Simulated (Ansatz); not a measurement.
ZrSi2, treated with PBE0 in Ansatz (PAW).

Numerical settings: plane-wave cutoff 520 eV, 8×8×8 k mesh, Fermi–Dirac smearing 0.03 eV, scalar-relativistic PAW data made under PBE.

Starting structure:

```
ZrSi2
1.0
    1.86500    -7.36000     0.00000
    1.86500     7.36000     0.00000
    0.00000     0.00000     3.67000
Zr Si
2 4
Direct
  0.60400   0.39600   0.75000
  0.39600   0.60400   0.25000
  0.93900   0.06100   0.75000
  0.06100   0.93900   0.25000
  0.25000   0.75000   0.75000
  0.75000   0.25000   0.25000
```

### Question
Into what structure does the relaxation of cell and atoms lead at this level, with the symmetry of the start kept?

### Answer
The volume shrinks by 1.7 %; final space group Cmcm.
```
ZrSi2
1.0
    1.83429    -7.38218     0.00000
    1.83429     7.38218     0.00000
    0.00000     0.00000     3.65708
Zr Si
2 4
Direct
  0.60584   0.39416   0.75000
  0.39416   0.60584   0.25000
  0.94729   0.05271   0.75000
  0.05271   0.94729   0.25000
  0.24991   0.75009   0.75000
  0.75009   0.24991   0.25000
```

Note: the run warned that the count of filled bands differs between k points; the relaxation could not lower the start's symmetry, so the cell can be a saddle point above a distorted one.

Ansatz is a quantum-chemistry and plane-wave program.
